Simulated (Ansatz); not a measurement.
**Ga interstitial (beta Ga2O3 host)**

Calculation: PBE, PAW (plane waves to 420 eV; Ansatz, an electronic-structure program). Cell: 120 sites, 1×3×2; final energies on a 2×2×2 shifted mesh. Site at the start: void with 3O nearest, no. 2. Finite-size correction: monopole term and site-potential alignment. Dielectric constants: PBE linear response of the host. Host gap at this level: 2.01 eV. These values are not converged in cell size to better than tenths of an eV. The semilocal functional narrows the gap, so deep levels can fall outside it. Spin–orbit coupling is left out. Each state is the lowest found from its start.

Formation energies E_f are given with the Fermi level at the valence-band maximum. Chemical conditions: Ga-rich (Δμ(Ga) = 0.00 eV; only phases computed here count, gases as isolated molecules at 0 K); O-rich (Δμ(Ga) = -4.56 eV; only phases computed here count, gases as isolated molecules at 0 K). Reference phases: Ga: alpha gallium.

The name describes the start; the neighbours show where the atoms ended.

Charges from +3 to 0 were run; one beyond them could lie lower near a band edge.

```
charge         moment (μB)  point group  largest move off a lattice site (Å)  neighbours of the last Ga atom of the defect at the end (Å)  image correction with alignment (eV)  E_f, Ga-rich (eV)  E_f, O-rich (eV)
------  ------------------  -----------  -----------------------------------  -----------------------------------------------------------  ------------------------------------  -----------------  ----------------
+3      not spin-polarised           Cs                                 0.39     O 1.79, O 1.96, O 1.96, O 2.10, O 2.11, Ga 2.54, Ga 2.54                                  1.64              -2.13              2.42
+2*               quenched           C1                                 0.59                      O 1.80, O 1.89, O 1.91, O 2.01, Ga 2.56                                     –                  –                 –
+1*     not spin-polarised           Cs                                 0.39                     O 1.85, O 2.03, O 2.03, Ga 2.45, Ga 2.45                                     –                  –                 –
0*                quenched           Cs                                 0.39                     O 1.85, O 2.06, O 2.06, Ga 2.43, Ga 2.43                                     –                  –                 –
```

* At this level the carrier isn't localised at the defect: at charge +2 electrons occupy the conduction band; at charge +1 electrons occupy the conduction band; at charge 0 electrons occupy the conduction band. Such a state is shallow or no state of the defect, and this cell gives it no level.

Point groups are those of the whole cell at tolerances of 0.03 and 0.1 Å ("near" where only the looser one holds); none is given for unsettled states.

Starting moments that weren't kept: charge +2 began with 1 μB and ended with 0.0; charge 0 began with 1 μB and ended with 0.0.

Flagged in the runs: a doubtful potential alignment, a host whose relaxation on this sampling wasn't shown to rest, a strain field that reaches the edge of the cell.
